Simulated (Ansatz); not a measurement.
Start from SbP in the rock salt structure (space group Fm-3m, No. 225; a = 5.600 Å; a hypothetical phase, not in the database extracts checked; relaxed with 0.1 eV smearing). Axes: x, y, z lie along the cube axes.

Method: r2SCAN in Ansatz (plane waves to 500 eV, PAW, without spin-orbit coupling).

Strains are applied to the cell and any free atomic positions relax.

One change was made to it. Results:

The pressure goes from zero to -5.3 GPa; the energy goes up by 31 meV/atom.

Which of these changes matches the shifts?
(A) uniaxial strain ε_xx = −1.29 %
(B) isotropic strain +2.63 %
(C) isotropic strain +0.22 %

B, isotropic strain +2.63 %. For comparison, the energy relative to the base in the other runs: isotropic strain +0.22 % gives +0.2 meV/atom; uniaxial strain ε_xx = −1.29 % gives +2.3 meV/atom.

Stability against distortions was not tested. The final runs are not spin-polarised.

Ansatz is a quantum-chemistry and plane-wave program.
